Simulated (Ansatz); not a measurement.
A free linear chain of Be atoms, relaxed period 4.308 Å, atoms relaxed at each strain.

```csv
strain,energy (meV a period),axial force (nN)
-0.015,+7.1,-0.35
+0.015,+5.9,+0.29
```

Computed with PBE (plane waves to 420 eV, PAW; Ansatz, a first-principles code). Mesh 1×1×72. No spin polarisation, so a magnetic state wasn't tested. It repeats along c; a and b span vacuum. A hypothetical model. Only distortions within the start's symmetry and period were free. Pairing along the axis, which can open a gap, is among the distortions not tried. Buckling under compression is shut out by symmetry and the short period. Energies are free energies at a Fermi–Dirac width of 0.02 eV, from the unstrained cell.

Question: Work out the axial stiffness dF/dε in two ways.

Answer: From the forces: (+0.29 − (-0.35))/0.030 = 21.3 nN. From the energies: (E₊ + E₋)/(ε² c) = 0.0130 eV/(0.015² × 4.308 Å) = 13.41 eV/Å = 21.5 nN. The two agree to within 1 %.
